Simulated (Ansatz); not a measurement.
RhZn (Pm-3m), PBEsol, DFPT electron-phonon coupling, linearised Boltzmann equation run with Ansatz (an electronic-structure program): phonon-limited resistivity 5.22 μΩ·cm at 300 K, 7.06 μΩ·cm at 400 K, current-weighted mean free path 16.1 nm, Drude plasma energy 7.13 eV.

### Question
What Drude relaxation time do resistivity and plasma energy imply?

### Answer
ω_p = 1.08e16 s⁻¹, so τ = 1/(ε₀ ω_p² ρ) = 18.4 fs, a damping ħ/τ of 35.7 meV.

### Question
What is the classical skin depth at 10 GHz (nonmagnetic, μ₀ = 1.257×10⁻⁶ H/m)?

### Answer
δ = √(ρ/(π f μ₀)) = 1150 nm.

### Question
What temperature coefficient of resistance follows, and how does it compare with 1/T?

### Answer
(ρ₄₀₀ − ρ₃₀₀)/(100 K × ρ₃₀₀) = 3.52×10⁻³ K⁻¹, against 1/T = 3.33×10⁻³ K⁻¹ for a resistivity proportional to T. It lies higher because phonons are still being populated at 300 K; impurities would add a constant and lower it.

A metal at this level (no band gap). Only scattering by harmonic phonons is included (no impurities, grain boundaries, electron-electron scattering or thermal expansion). Spin-orbit coupling is left out. The run warned that the eigensolver left some states short of its tolerance. Halving the electron mesh (28x28x28) moves the resistivity by up to 3 % at 300 K, the mean free path by up to 1 %. Smearing 0.20 eV; phonons on a 5x5x5 q mesh, which this run doesn't test.

Computed structure with no diffraction record at hand here (it may be known, metastable or hypothetical): RhZn (Pm-3m).
